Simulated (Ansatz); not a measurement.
H on the 1x1 (111) surface of fcc Ni, ferromagnetic, one in a 1x1 cell, energies for each (5.4 Å²). Energies are against ½ H2(g), without zero-point or thermal terms; each row is named by its start.

Calculation: PBE (plane waves to 420 eV, PAW; Ansatz, a first-principles code).

Model: 5-atom slab, 6.0 Å thick at the start under the adsorbate (thin: gaps and levels are the slab's own), 14x14x1 mesh, Fermi-Dirac 0.1 eV, dipole correction, 2 atoms held, the rest relaxed; each run with such symmetry as its start has; spin-polarised, no spin-orbit, no U, no dispersion correction.

A negative adsorption energy means that the adsorbate is more stable on the surface than in its reference. Heights count from the host atoms within 0.3 Å of the top one.

```
starting site                           E_ads (eV)  height (Å)  nearest host atom (Å)  bonded to  Δ work function (eV)  lateral drift (Å)  moment (μB)
--------------------------------------  ----------  ----------  ---------------------  ---------  --------------------  -----------------  -----------
top Ni                                        0.21        1.45                Ni 1.45         Ni                  0.24                0.0          2.1
hollow Ni-Ni-Ni over Ni at depth 2.0 Å       -0.53        0.86                Ni 1.68       3 Ni                 -0.01                0.0          2.0
hollow Ni-Ni-Ni over Ni at depth 4.0 Å       -0.55        0.86                Ni 1.67       3 Ni                 -0.02                0.0          2.0
bridge Ni-Ni (span 2.5 Å)                    -0.55        0.86                Ni 1.67       3 Ni                 -0.02                0.7          2.0
```
